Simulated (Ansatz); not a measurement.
The starting structures come from a database of crystals and need not be the phases stable at ambient conditions.

 Where the default PAW files enter, the runs use the earlier of Ansatz's two default sets.

Tunnelling through a barrier is set by its complex band structure: the current falls as exp(−2κd) with the smallest κ.

Consider the following.

```xyz
7
Lattice="5.9414 0.0000 0.0000 0.0000 5.9414 0.0000 2.9707 -2.9707 5.8398" Properties=species:S:1:pos:R:3 pbc="T T T"
Cd     0.0000     0.0000     0.0000
In     2.9707     2.9707     0.0000
In     5.9414     2.9707     2.9199
Se     1.6152     1.4095     1.5889
Se     4.3802     1.3555     4.2509
Se     4.3262     4.5318     1.5889
Se     7.5025    -1.3555     4.2509
```

Space group of this cell: I-4. The cell is taken as given; by PBEsol its mean pressure is -1.0 GPa.

Transport runs along the normal of the first two printed cell vectors, the (001) plane of the conventional cell.

No gap correction and no spin-orbit coupling; mid-gap values are interpolated between computed energies.

Q: Estimate the band gap and the smallest decay constant κ at mid-gap that Ansatz (a program for electronic structure) with PBEsol returns for this system.

A: Gap 0.92 eV on a 6×6×6 mesh; κ = 0.093 1/Å, at the zone centre.
